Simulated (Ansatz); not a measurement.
The reference is HfO$_{2}$ (space group P4_2/nmc, No. 137; a = 3.577 Å, c = 5.203 Å). Axes: x, y, z lie along a, b, c of the conventional cell.

Method: plane-wave PAW DFT at the r2SCAN level (Ansatz, an electronic-structure program, 500 eV), scalar-relativistic without spin-orbit coupling.

Base values:

| Quantity | Result |
|---|---|
| Band gap | 5.27 eV |
| Electron mass | 1.0 mₑ along c, 0.89 mₑ across (at Γ) |
| Pressure | 0.00 GPa |

It is then changed as follows: the cell is stretched by 3.19 % along x with no lateral relaxation; the atoms relax in the strained cell.

Problem. What does the calculation give for the band gap after the change?

Solution. The band gap decreases by 0.24 eV (5.27 eV → 5.03 eV).

Problem. What happens to the largest internal atomic displacement?

Solution. The largest internal atomic displacement comes out as 0.025 Å.

Problem. What does the calculation give for the electron mass after the change?

Solution. The electron mass goes from 1.0 mₑ along c, 0.89 mₑ across (at Γ) to 1.9 mₑ along z, 0.62 mₑ across (at Γ).

Problem. Predict the new pressure.

Solution. The pressure (mean of the normal stresses, compression positive) goes from zero to -6.83 GPa.

With Hf present, leaving out spin-orbit coupling can change the band edges. Effective masses come from finite differences of ±0.01 Å⁻¹. No phonon test of stability was made. This is not the structure that HfO2 has at room temperature and ambient pressure.
